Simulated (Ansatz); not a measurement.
The starting structures come from a database of crystals and need not be the phases stable at ambient conditions.

The decay constant κ of evanescent states in the gap governs leakage through a thin film.

Given:

```xyz
3
Lattice="4.0095 0.0000 0.0000 -2.0048 3.4724 0.0000 2.0048 1.1575 3.2738" Properties=species:S:1:pos:R:3 pbc="T T T"
Li     2.0048     1.1575     0.8184
Li     2.0048     3.4724     2.4553
S      0.0000     0.0000     0.0000
```

Space group of this cell: Fm-3m, anti-fluorite. The cell is taken as given.

Transport runs along the normal of the first two printed cell vectors, the (111) plane of the conventional cell.

The gap is the functional's own, uncorrected, and κ follows it; spin-orbit coupling is left out. Mid-gap values are interpolated between the computed energies.

**Question.** Give the band gap and the smallest decay constant κ at mid-gap that r2SCAN in Ansatz (a first-principles code) yields.

**Answer.** Gap 3.87 eV on a 10×10×10 mesh; κ = 0.303 1/Å, at the zone centre.
